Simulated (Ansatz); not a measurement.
# Cs under a change: Cs → Ba

Consider Cs in the bcc (W type) structure (space group Im-3m, No. 229; a = 6.011 Å).

Perturbation: Ba takes the place of Cs on all its sites; the structure is relaxed again.

Calculations: PBEsol in Ansatz (plane waves to 420 eV, PAW, scalar-relativistic without spin-orbit coupling). Γ-centred 14×14×14 mesh, Fermi–Dirac width 0.05 eV, for the changed cell.

* **Volume per atom**: 58.17 Å³ (base 108.57 Å³)
* **Density**: 3.92 g/cm³ (base 2.03 g/cm³)
* **Lattice parameter a**: 4.882 Å (base 6.011 Å)
* **Space group**: Im-3m (No. 229) (base Im-3m (No. 229))
* **Band gap**: zero (base zero)

Final structure:

```xyz
1
Lattice="-2.4408 2.4408 2.4408 2.4408 -2.4408 2.4408 2.4408 2.4408 -2.4408" Properties=species:S:1:pos:R:3 pbc="T T T"
Ba     0.0000     0.0000     0.0000
```

Stability against distortions was not tested. The final runs are not spin-polarised.

Ansatz is an electronic-structure program.
